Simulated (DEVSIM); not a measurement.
Structure: abrupt GaAs p-n junction, at 300 K.

Layer 1 from the left is GaAs, thickness (μm) 2.90, Na (cm⁻³) 1.6e15, τn (s) 8.6e-9, τp (s) 8.6e-9. Layer 2 from the left is GaAs, thickness (μm) 20.0, Nd (cm⁻³) 9.8e14, τn (s) 8.6e-9, τp (s) 8.6e-9.

Left contact: ohmic. Right contact: ohmic. Voltage is applied to the left contact. Recombination: SRH at mid-gap. Mobility is μmin + (μ − μmin)/(1 + (N/Nref)^α).

Constants are typed, rounded textbook-type inputs, not results; the design itself was drawn at random and stands for no fabricated device. Values at 300 K.

GaAs: gap (eV) 1.424, affinity (eV) 4.07, permittivity 12.9, Nc (cm⁻³) 4.7e17, Nv (cm⁻³) 9e18, μn (cm²/Vs) 8500, μp (cm²/Vs) 400, μn,min 500, μp,min 20, Nref,n 6e16, Nref,p 1.5e17, αn 0.39, αp 0.38.

Problem. Estimate by hand the built-in potential, the peak field at zero bias, the capacitance at -6 V, and compare with a numerical solution.

Solution. 
- Built-in potential: ni = √(Nc Nv) exp(−Eg/2kT) = 2250000 cm⁻³ with Eg = 1.424 eV; Vbi = kT/q ln(Na Nd/ni²) = 1.041 V; numerical 1.041 V.
- Peak field at zero bias: depletion approximation: W = √(2εVbi/(qN)) = 1.56 μm with N = 6.08e14 cm⁻³; field = 2Vbi/W = 13300 V/cm; numerical 13000 V/cm (estimate above by 2.6 %).
- Capacitance at -6 V: C = √(qεN / 2(Vbi + |V|)) = 2.81 nF/cm²; numerical 2.82 nF/cm².

Model (solved in DEVSIM): 1D drift-diffusion, Boltzmann statistics, complete ionisation; no tunnelling, impact ionisation, image-force lowering or self-heating.
